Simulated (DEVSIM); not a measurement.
**abrupt GaAs p-n junction**

System: abrupt GaAs p-n junction, at 300 K.

```
layer (left to right)  material  thickness (μm)  Nd (cm⁻³)  Na (cm⁻³)  τn (s)  τp (s)
---------------------  --------  --------------  ---------  ---------  ------  ------
1                          GaAs          0.0810          -     2.8e17  7.4e-9  7.4e-9
2                          GaAs             120     1.7e16          -  7.4e-9  7.4e-9
```

Left contact: ohmic. Right contact: ohmic. Voltage is applied to the left contact. Recombination: SRH at mid-gap, radiative. Mobility is μmin + (μ − μmin)/(1 + (N/Nref)^α).

Constants are typed, rounded textbook-type inputs, not results; the design itself was drawn at random and stands for no fabricated device. Values at 300 K.

```
parameter        GaAs
-------------  ------
gap (eV)        1.424
affinity (eV)    4.07
permittivity     12.9
Nc (cm⁻³)      4.7e17
Nv (cm⁻³)        9e18
μn (cm²/Vs)      8500
μp (cm²/Vs)       400
μn,min            500
μp,min             20
Nref,n           6e16
Nref,p         1.5e17
αn               0.39
αp               0.38
B (cm³/s)       2e-10
```

Simulated with DEVSIM: 1D drift-diffusion, Boltzmann statistics, complete ionisation; no tunnelling, impact ionisation, image-force lowering or self-heating.

| Quantity | Result |
|---|---|
| Potential step across the device at zero bias | 1.248 V |
| Largest field in the device at zero bias | 74000 V/cm |
| Dark forward voltage at 1 A/cm² | 0.979 V |
| Dark forward voltage at 100 A/cm² | 1.181 V |

Dark forward current:

(V (V), J (A/cm²)): (0.05, 7.2e-11); (0.15, 7.2e-10); (0.25, 5.4e-9); (0.35, 4.0e-8); (0.45, 3.0e-7); (0.55, 2.3e-6); (0.65, 2.0e-5); (0.75, 0.00028); (0.85, 0.0082); (0.95, 0.34); (1.00, 2.1); (1.10, 35); (1.20, 120); (1.30, 220); (1.40, 340); (1.50, 450); (1.60, 570); (1.70, 690); (1.80, 810); (1.90, 930)

Dark reverse current:

| V (V) | J (A/cm²) |
|---|---|
| -0.20 | -1.0e-10 |
| -0.50 | -2.1e-10 |
| -1.00 | -3.7e-10 |
| -1.50 | -5.0e-10 |
| -2.00 | -6.1e-10 |
| -3.00 | -8.1e-10 |
| -4.00 | -9.9e-10 |
| -5.00 | -1.1e-9 |
| -6.50 | -1.4e-9 |
| -8.00 | -1.5e-9 |
| -10.00 | -1.8e-9 |
